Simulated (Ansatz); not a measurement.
Antifluorite Be₂C was calculated with PBE0-D3(BJ) (Ansatz, an electronic-structure program, plane waves, PAW).

Settings: plane-wave cutoff 460 eV, 10×10×10 k mesh, Fermi–Dirac smearing 0.01 eV, scalar-relativistic PAW data made under PBE.

Computed at the level's own relaxed cell.

Task: What does this level give for the bulk modulus, equilibrium lattice constant a, band gap, smallest direct gap on the k points sampled and equilibrium volume per atom?

Result: 
- bulk modulus = 225 GPa
- equilibrium lattice constant a = 4.254 Å
- band gap = 2.63 eV (on the SCF k mesh) (indirect)
- smallest direct gap on the k points sampled = 5.93 eV
- equilibrium volume per atom = 6.41 Å³/atom

Measured, for comparison: lattice constant a 4.34 ± 0.002 Å, equilibrium volume per atom 6.81 Å³/atom (temperature not stated, not corrected to a static lattice; as tabulated in Freccero, Grin, Wagner, Dalton Trans. (2023), ESI). Computed (rounded) less measured: lattice constant a -2.0 %, equilibrium volume per atom -5.9 %. A static lattice is as a rule a little smaller and stiffer than an uncorrected measurement, which narrows the difference in the lattice constant a and would widen misses of the other sign.

Cost on a shared machine: very roughly 9 core-minutes.
